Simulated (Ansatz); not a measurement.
## Effective masses and thermopower of C (P6_3/mmc)

Given:

```
C
1.0
    2.59873     0.00000     0.00000
   -1.29936     2.25056     0.00000
    0.00000     0.00000     4.15814
C
4
Direct
  0.33333   0.66667   0.00008
  0.66667   0.33333   0.50008
  0.33333   0.66667   0.37492
  0.66667   0.33333   0.87492
```

Calculation: PBE, rigid bands (plane waves, PAW, scalar-relativistic; Ansatz, a program for electronic structure). Condition of this run: biaxial stress in the c plane of -44 GPa (compression positive) (the target of the relaxation). How the cell was made: cell and atoms relaxed with PBEsol, then loaded as said.

band gap: 3.58 eV
electron conductivity mass (300 K, dilute): 0.52 (x), 0.52 (y), 0.27 (z) mₑ
hole conductivity mass (300 K, dilute): 0.50 (x), 0.50 (y), 0.62 (z) mₑ
effective density of states N_c (300 K): 1.4e19 cm⁻³
effective density of states N_v (300 K): 1.9e19 cm⁻³
density-of-states mass, electrons: 0.66 mₑ
density-of-states mass, holes: 0.84 mₑ
Seebeck coefficient, n-type 1e19 cm⁻³, 300 K: -250 μV/K
Seebeck coefficient, p-type 1e19 cm⁻³, 300 K: 276 μV/K
best p-type power factor at 300 K for τ = 10 fs (best axis; densities from 1e16 to 1e21 cm⁻³ tried, whether or not they can be reached): 6.4 μW/(cm·K²) at 1e20 cm⁻³

Rigid bands; masses and Seebeck coefficients take one relaxation time τ for all states and one kind of carrier; polarons and phonon drag are left out. Spin-orbit coupling is left out. Geometry: cell and atoms relaxed with PBEsol.
